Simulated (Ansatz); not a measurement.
Consider the following.

```
CELL_PARAMETERS angstrom
      5.28694     0.00000     0.00000
      0.00000     5.07221     0.00000
      0.00000     0.00000     5.09780
ATOMIC_POSITIONS crystal
  Zr 0.03047 0.26640 0.24885
  Zr 0.96953 0.73360 0.74885
  Zr 0.53047 0.73360 0.24885
  Zr 0.46953 0.26640 0.74885
  O  0.36579 0.06757 0.10700
  O  0.63421 0.93243 0.60700
  O  0.86579 0.93243 0.10700
  O  0.13421 0.06757 0.60700
  O  0.22910 0.53621 0.00016
  O  0.77090 0.46379 0.50016
  O  0.72910 0.46379 0.00016
  O  0.27090 0.53621 0.50016
```

No spin polarisation.

Calculations: Kohn–Sham DFT with the r2SCAN functional, run in Ansatz (a quantum-chemistry and plane-wave program) with PAW and 500 eV plane waves, no SOC, earlier PAW set. Settings: 5×5×5 k-points, 0.05 eV Fermi–Dirac smearing.

Question: Predict the valence-band top at Γ, band gap and smallest direct gap.

Answer: 
- Valence-band top at Γ (three highest levels, from the VBM): 0.00, -0.12, -0.26 eV
- Band gap: 4.41 eV
- Smallest direct gap: 4.53 eV

No phonon test of stability was made. The cell was made from HfO2 by this change: Hf → Zr. This is not the structure that ZrO2 has at room temperature and ambient pressure.
